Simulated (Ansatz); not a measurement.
Take GaAs in the zinc blende structure (space group F-43m, No. 216; a = 5.6028 Å) as the base.

Level of theory: Ansatz (an electronic-structure program) LDA, scalar-relativistic without spin-orbit coupling.

For the base:

* **Hole mass**: 0.028, 0.33, 0.33 mₑ (at Γ)

Perturbation: every lattice vector is shortened by 2.50 %; the atoms relax in the strained cell.

Predict the new energy relative to the base.

The energy goes up by 32 meV/atom.

What does the calculation give for the hole mass after the change?

The hole mass (degenerate bands, along [100]) changes from 0.028, 0.33, 0.33 mₑ (at Γ) to 0.057, 0.30, 0.30 mₑ (at Γ).

The levels and masses belong to the bands next to the band gap. Effective masses come from finite differences of ±0.01 Å⁻¹. No phonon test of stability was made.
